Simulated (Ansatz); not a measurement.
Au: energy against volume

Au (fcc, Fm-3m, 16.579 Å³/atom and stress up to 0.01 GPa in the relaxed cell, cube axes along x, y and z) under an equal strain ε along all three axes. LDA in Ansatz, a plane-wave DFT program (PAW, default set), 420 eV, 28×28×28 Γ-centred mesh, Fermi-Dirac smearing 0.10 eV.

Here V stands for volume and E for E less E0.

```csv
volume (Å³/atom),E less E0 (meV/atom),pressure (GPa)
15.6039,39.69,13.97
15.8440,21.79,10.01
16.0865,9.45,6.38
16.3314,2.30,3.05
16.5789,0.00,0.00
16.8288,2.23,-2.78
17.0812,8.67,-5.32
17.3362,19.04,-7.63
17.5936,33.06,-9.73
18.1162,?,?
```

Taking the third-order Birch-Murnaghan form, a cubic in V^(-2/3) for E over the 9 complete rows: With u = V^(-2/3) - 0.154, the rows have u = 0.006144, 0.004522, 0.002925, 0.001352, -0.000198, -0.001724, -0.003228, -0.004710, -0.006170. Least squares gives E = 0.039 + 368.0·u + 958876·u² + 5152845·u³. Residuals (row less fit): -0.001, 0.003, 0.002, -0.002, -0.004, 0.002, 0.001, 0.001, -0.001; standard error 0.003 (degrees of freedom: 5). Its minimum lies at u = -0.000192, so V0 = (0.153808)^(-3/2) = 16.58. There d²E/du² = 1912000 and d³E/du³ = 3.092e7, so B0 = (4/9) × 16.58^(-7/3) × 1912000 × 0.160218 = 194 GPa (the last factor turns the table's units into GPa), and B0' = 4 + (2/3) × 0.153808 × (3.092e7)/1912000 = 5.7. B0' rests on the cubic coefficient alone and has a standard error of 0.1 from these residuals.

Q: What does the fit predict for E at V = 18.1162, and how far is the calculated value from it?

A: u = -0.009027, so E = 0.039 + 368.0 × (-0.009027) + 958876 × (-0.009027)² + 5152845 × (-0.009027)³ = 71.062 meV/atom. The calculation gives 70.98 meV/atom, 0.082 meV/atom below the prediction (0.1 % of the range of E in the table). The row lies outside the fitted rows, so this is an extrapolation. The scatter of the fitted rows lies at the last printed digit.

In a metal these values are sensitive to mesh and smearing; energies are taken to zero smearing, stresses follow the free energy. Spin-orbit coupling is left out, which can shift these values for the heavy elements here. Other structures, which can take over under pressure, weren't tried. The same form fitted to the pressure column gives B0' = 5.7; series where the two differ by over 0.4 aren't shown. Rows are the converged runs of the series near zero and its far end, less any whose ions stayed unrelaxed beside relaxed ones; series whose fitted rows scatter by over a few per cent of the range, as at a crossing or softening among them, aren't shown in this form.
